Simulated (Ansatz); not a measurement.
Start from LiF in the rock salt structure (space group Fm-3m, No. 225; a = 4.008 Å). Axes: x, y, z lie along the cube axes.

The values are results of PBEsol in Ansatz (plane waves to 420 eV, PAW, without spin-orbit coupling), not measurements.

Perturbation: an isotropic linear strain of +0.50 %; the atoms relax in the strained cell.

Q: Predict the stress tensor and what it implies for the stiffness.

A: Stress of the strained cell less that of the base (GPa, compression positive):
```
  -1.05    0.00    0.00
   0.00   -1.05    0.00
   0.00    0.00   -1.05
```

Then B = −ΔP/(ΔV/V₀) with ΔV/V₀ = 0.0151 gives secant stiffness values (nonlinear terms included at this strain): B ≈ 69 GPa.

Whether these cells are dynamically stable was not tested.

Ansatz is a program for electronic structure.
